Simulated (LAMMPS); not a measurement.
LAMMPS 22 Jul 2025, classical MD, SNAP (Mo_Zuo_JPCA2020.snapcoeff): Mo, 5488 atoms.

```
Quantity                                                                                                                Value
-----------------------------------------------  ----------------------------------------------------------------------------
task                                                                                                                  MD, nve
potential                                                           SNAP, Mo_Zuo_JPCA2020.snapcoeff Mo_Zuo_JPCA2020.snapparam
copies of the repeat unit                                                                                            14×14×14
shape (slab and sphere leave vacuum in the box)                                                                          slab
temperature                                                                                                             800 K
steps                                                                                                                     100
timestep                                                                                                                 1 fs
neighbor skin                                                                                                             2 Å
neigh_modify                                                                                        every 1 delay 0 check yes
thermo                                                                                                                    100
newton                                                                                                           on (default)
atom_modify sort (bins of 2 Å where set)                                                                       1000 (default)
box                                              44.1 × 44.1 × 132.2 Å, the slab in its lowest third along z, the rest vacuum
start                                                                         generated bcc lattice, warmed in an untimed run
compared values                                                       energy and forces of the first step, drift over the run
```

Hardware: Arm Neoverse V2, 96 cores on 1 socket, no SMT, 1 L3 cache group; 94 cores' worth of CPU time may be used.

Times are wall-clock medians of two to five runs, from launch to exit, with nothing else on the machine. Processes are pinned to neighbouring cores unless said otherwise. Build: PyPI wheel: MPICH, OPENMP and OPT packages. Other compilers and libraries give other times. Scratch files lie in a memory file system. A preparatory run goes ahead and isn't timed.

All on 64 ranks. Base settings, kept where nothing else is said: processors = * * * (default), comm = brick (default), balance = none (default). The candidates, on 64 cores each, agree within 1.0 meV/atom in energy, 10 meV/Å in forces on 48 atoms, 0.20 meV an atom in drift of the total energy:
A. balance = fix b all balance 200 1.1 shift xyz 10 1.05
B. comm = tiled, balance = fix b all balance 200 1.1 rcb
C. processors = 4 4 4
D. processors = 8 8 1
E. the base settings

Task: Which of these settings finishes first?

Result: D and B, at 0.83 s to 0.84 s, level within 8 % or the scatter of repeats. At the other end C takes 2.1× as long.

```json
[
 {"candidate": "D", "wall time": "0.83 s", "repeats": "3 runs within 1 %", "neighbour list builds": "0"},
 {"candidate": "B", "wall time": "0.84 s", "repeats": "3 runs within 1 %", "neighbour list builds": "0"},
 {"candidate": "A", "wall time": "0.93 s", "repeats": "3 runs within 1 %", "neighbour list builds": "0"},
 {"candidate": "E", "wall time": "1.7 s", "repeats": "3 runs within 1 %", "neighbour list builds": "0"},
 {"candidate": "C", "wall time": "1.8 s", "repeats": "3 runs within 1 %", "neighbour list builds": "0"}
]
```

From the slowest to the fastest: The largest move is in communication and waiting (Comm): 0.64 s to 0.043 s. The slowest rank's pair time is 3.15 times the mean in the first run and 1.08 times in the second; the others wait. As resolved by the program: grid of ranks 4 by 4 by 4 against 8 by 8 by 1. Launch, exit and the like take 0.25 s of the 0.83 s.
